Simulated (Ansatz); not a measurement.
Consider TlBr in the CsCl type structure (space group Pm-3m, No. 221; a = 3.915 Å). Axes: x, y, z lie along the cube axes.

Computed with PBEsol/PAW in Ansatz (a quantum-chemistry and plane-wave program), spin-orbit coupling left out.

Base values:

| Item | Value |
|---|---|
| Electron mass | 0.14 mₑ along k, 0.20 mₑ across (at X) |

Perturbation: compressive biaxial strain of 1.25 % in the plane normal to [111], as in epitaxy on a mismatched substrate; the out-of-plane cell vector and the atoms relax.

### Question
Estimate the effect on the out-of-plane strain.

### Answer
The out-of-plane strain amounts to +1.36 %.

### Question
What does the calculation give for the in-plane stress after the change?

### Answer
The mean in-plane stress (compression positive) amounts to +0.5 GPa.

### Question
What happens to the electron mass?

### Answer
The electron mass changes from 0.14 mₑ along k, 0.20 mₑ across (at X) to 0.13 mₑ along k, 0.20 mₑ across (at X).

Spin-orbit coupling, missing from the scalar runs, can matter with Tl. The levels and masses belong to the bands next to the band gap. Masses are band curvatures over ±0.01 Å⁻¹ around the edge. Along k means along the line from Γ to the band edge. Whether these cells are dynamically stable was not tested.
